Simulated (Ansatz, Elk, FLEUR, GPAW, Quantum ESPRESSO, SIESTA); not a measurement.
**CdSe (F-43m, 2 atoms in the cell) computed with different codes at matched settings**

Self-consistent single point.

```
CdSe
1.0
    0.00000     3.04202     3.04202
    3.04202     0.00000     3.04202
    3.04202     3.04202     0.00000
Cd Se
1 1
Direct
  0.00000   0.00000   0.00000
  0.75000   0.75000   0.75000
```

Shared settings, as Ansatz (a program for electronic structure) writes them: kpoints.mp_grid.grid = 5 5 5; scf.occupations.method = fixed. Potentials and cutoffs stand in the table.

| code | model | pressure (GPa) | gap on the mesh (eV) | cutoff |
|---|---|---|---|---|
| SIESTA | GGA PBE, numerical atomic orbitals DZP, PseudoDojo PBE standard norm-conserving potentials (rewritten from UPF to PSML) | 2.12 | 0.823 | grid 300 Ry |
| FLEUR | PBE, all-electron FLAPW (FLEUR), scalar-relativistic valence | – | 0.602 | Kmax 4 1/bohr |
| GPAW | PBE, GPAW PAW datasets PBE (gpaw-data 1.0.1) | 2.56 | 0.596 | 550 eV |
| Elk | PBE, all-electron FP-LAPW, Elk's shipped species files, APW+lo basis with extra local orbitals | – | 0.567 | rgkmax 7.5 |
| Quantum ESPRESSO | PBE, SSSP 1.1.2 efficiency (PBE) pseudopotentials | 2.25 | 0.577 | 45 Ry |
| Ansatz | PBE, PAW files | 2.81 | 0.601 | default |

A dash marks a value that a program does not give, or that is left out as unsure.

Gaps are read on the mesh.

The spread over the programs that give each value: pressure within 0.69 GPa; gap on the mesh within 0.256 eV.

SIESTA uses small atom-centred bases, whose incompleteness enters pressures, forces and empty levels differently from a plane-wave cutoff. FLEUR and Elk treat all electrons, but the usual bases taken here (sphere radii, linearisation, local orbitals, empty states) were not tested for convergence, so the values are no reference for the others. Ansatz's pressure is given at a fixed set of plane waves, as the other plane-wave codes print theirs. In the gap, SIESTA (by 0.226) lies more than 0.12 eV from the median of the plane-wave programs.

On the base mesh (6 6 6) the same programs gave: Ansatz pressure 2.78 GPa, gap on the mesh 0.605 eV; Quantum ESPRESSO pressure 2.21 GPa, gap on the mesh 0.580 eV; GPAW pressure 2.52 GPa, gap on the mesh 0.599 eV; Elk gap on the mesh 0.570 eV; FLEUR gap on the mesh 0.606 eV; SIESTA pressure 2.10 GPa, gap on the mesh 0.826 eV.

The starting cell comes from a database of computed structures (which also holds hypothetical and non-ambient phases and stackings), without a prior relaxation at this level. Its lattice was rescaled by a random factor within 2.5 % of one.

Left out of this page: ABINIT (failed or unconverged); CP2K (on another mesh).

Keys are those of Ansatz 0.2.
